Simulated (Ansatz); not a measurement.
**Effect of pressure 50 GPa on Ga2O3**

Consider Ga2O3 in the corundum structure (space group R-3c, No. 167; a = 4.9846 Å, c = 13.4416 Å (hexagonal axes)).

Perturbation: cell and atoms relaxed at a pressure of 50 GPa.

Computed with r2SCAN (Ansatz, a first-principles code; PAW; 500 eV plane waves; no spin-orbit coupling). Γ-centred 8×8×8 mesh, Fermi–Dirac width 0.05 eV.

* **Density**: 7.53 g/cm³ (base 6.46 g/cm³)
* **Lattice parameter a**: 4.771 Å (base 4.985 Å)
* **c/a ratio**: 2.637 (base 2.697)
* **Shortest interatomic distance**: 1.831 Å (base 1.925 Å)
* **Enthalpy H = E + PV relative to the base's energy**: +2.77 eV/atom
* **Band gap**: 5.32 eV (base 3.55 eV)
* **Gap character**: indirect, Γ–S₀ (50 % along) → Γ (base indirect, Γ–S₀ (50 % along) → Γ)
* **Smallest direct gap**: 5.61 eV (base 3.81 eV)
* **Electron mass**: 0.33 mₑ along c, 0.31 mₑ across (at Γ) (base 0.25 mₑ (at Γ))

Final structure:

```xyz
10
Lattice="2.3857 1.3774 4.1943 -2.3857 1.3774 4.1943 0.0000 -2.7547 4.1943" Properties=species:S:1:pos:R:3 pbc="T T T"
Ga     0.0000     0.0000     4.4870
Ga     0.0000     0.0000     1.8045
Ga     0.0000     0.0000     8.0959
Ga     0.0000     0.0000    10.7784
O     -0.9395     1.3774     7.3400
O     -0.7231    -1.5023     7.3400
O      1.6626     0.1249     7.3400
O      0.9395    -1.3774     5.2428
O      0.7231     1.5023     5.2428
O     -1.6626    -0.1249     5.2428
```

Load acts through the strain it causes; cell and atoms are relaxed under it. Masses are band curvatures over ±0.01 Å⁻¹ around the edge. No phonon test of stability was made. Competing high-pressure phases were not computed.
